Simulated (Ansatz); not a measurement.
The slab is Si(111) 1x1 surface, 6 top atoms, 3 bilayers, bottom bilayer H-capped and fixed, every top atom capped by H; cell 11.5 x 6.6 Å; two neighbouring H replaced by OH; about 7 Å thick over the host's atoms, 18 atoms held. These are PBE-D3(BJ) (plane waves to 420 eV, PAW; Ansatz, a first-principles code) values and carry that method's errors. k mesh 1 x 2 x 1. The slab states were run without spin polarisation. Results hold for this slab, coverage and mesh. All energies are electronic energies at 0 K, without vibrations.

End point of the saddle search for this step (that it has no second negative curvature is not shown): the surface fragment of SiCl4 exchanges a second ligand with a neighbouring O-H group, starting from the surface left by an earlier step (SiCl4 exchanges a ligand with a surface O-H group and HCl forms), after HCl has left. Atoms near the reaction:

```
atom    x (Å)  y (Å)   z (Å)
------  -----  -----  ------
Si(1)   2.050  3.383   9.406
H(29)   3.847  6.534  10.930
O(46)   5.035  3.182  11.043
O(48)   2.465  3.527  11.119
H(49)   1.773  3.815  11.891
Si(a0)  3.908  3.490  12.235
Cl(a2)  4.917  5.070  13.098
Cl(a3)  3.940  1.726  13.259
Cl(a4)  1.907  4.242  13.547
```

Which atoms move along the unstable mode, and how sharp is the barrier?


```json
[
 {"atom": "Cl(a4)", "x": "-0.62", "y": "-0.09", "z (unit mode)": "-0.02"},
 {"atom": "H(49)", "x": "0.07", "y": "0.16", "z (unit mode)": "0.43"},
 {"atom": "Cl(a2)", "x": "-0.40", "y": "0.01", "z (unit mode)": "-0.10"},
 {"atom": "Si(a0)", "x": "0.07", "y": "-0.14", "z (unit mode)": "-0.26"}
]
```
The curvature along the mode is -1.4 eV/Å^2 (its overall sign is arbitrary for the vector); the point lies 1.39 eV over the start.
